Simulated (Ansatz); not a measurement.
The reference is HgS (space group P3_221, No. 154; a = 4.1401 Å, c = 9.4086 Å; made of chains).

One thing is altered: the cell is scaled by 1.0410 in all directions; the atoms relax in the strained cell.

Levels (all Ansatz, an electronic-structure program, PAW, earlier PAW set): PBEsol (420 eV, without spin-orbit coupling); HSE06 (420 eV, no SOC); PBEsol+SOC (420 eV, with spin-orbit coupling).

One geometry, relaxed with PBEsol, under each level:

| level | band gap | lowest conduction level above the VBM at special points | electron mass | pressure |
|---|---|---|---|---|
| PBEsol | 1.68 eV | Γ 1.68 eV; M 1.99 eV; L 2.26 eV | 0.41 mₑ along c, 1.5 mₑ across (at Γ) | -1.54 GPa |
| HSE06 | 2.68 eV | Γ 2.68 eV; M 3.09 eV; L 3.39 eV | – | – |
| PBEsol+SOC | 1.68 eV | Γ 1.68 eV; M 1.94 eV; L 2.23 eV; A 2.44 eV | 0.42 mₑ along c, 1.7 mₑ across (at Γ) | -2.05 GPa |

Single points use the geometry relaxed with PBEsol. The hybrid gap comes from the SCF mesh plus the semilocal run's edge points and a few special points and is an upper bound. Differences between runs with and without spin-orbit coupling are approximate. With Hg present, leaving out spin-orbit coupling can change the band edges. Effective masses come from finite differences of ±0.01 Å⁻¹. No phonon test of stability was made. No dispersion term is included in the PBEsol runs.
